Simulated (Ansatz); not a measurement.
Take InSe in the beta-GaS type structure (space group P6_3/mmc, No. 194; a = 4.032 Å, c = 16.763 Å; layered, stacked along the Cartesian z axis) as the base.

(Cell as relaxed with PBE-D3(BJ).)

Levels (all Ansatz, a program for electronic structure, PAW, earlier PAW set): PBE-D3(BJ) (420 eV, no spin-orbit coupling); r2SCAN+rVV10 (500 eV, without spin-orbit coupling).

Each level relaxes its own structure.

```
base                 PBE-D3(BJ)  r2SCAN+rVV10
-------------------  ----------  ------------
volume per atom        29.50 Å³      29.56 Å³
lattice parameter a     4.032 Å       4.016 Å
band gap                0.37 eV       0.85 eV
```

Now apply this change: a hydrostatic pressure of 0.9 GPa.

```tsv
quantity	PBE-D3(BJ)	r2SCAN+rVV10
electron mass	0.043 mₑ along c, 0.11 mₑ across (at Γ)	[?]
valence-band top at Γ (three highest levels, from the VBM)	0.00, -1.06, -1.06 eV	[?]
mean gap deformation potential ΔEg/Δln V	-1.5 eV	[?]
shift of the gap caused by the change	+0.05 eV	[?]
volume per atom	28.61 Å³	[?]
```

Problem. Given the PBE-D3(BJ) results, estimate those of r2SCAN+rVV10.

Solution. 
- electron mass, r2SCAN+rVV10: 0.079 mₑ along c, 0.14 mₑ across (at Γ)
- valence-band top at Γ (three highest levels, from the VBM), r2SCAN+rVV10: 0.00, -1.17, -1.17 eV
- mean gap deformation potential ΔEg/Δln V, r2SCAN+rVV10: -0.7 eV
- shift of the gap caused by the change, r2SCAN+rVV10: +0.02 eV
- volume per atom, r2SCAN+rVV10: 28.70 Å³

PBE-D3(BJ)'s mean gap deformation potential ΔEg/Δln V lies 0.8 eV below r2SCAN+rVV10's; PBE-D3(BJ)'s shift of the gap caused by the change lies 0.03 eV above r2SCAN+rVV10's; PBE-D3(BJ)'s volume per atom lies 0.09 Å³ below r2SCAN+rVV10's (0.3 %). Neither level is exact; r2SCAN+rVV10 is the comparison here, not a measurement.

Load acts through the strain it causes; cell and atoms are relaxed under it. Effective masses come from finite differences of ±0.01 Å⁻¹. Stability against distortions was not tested.
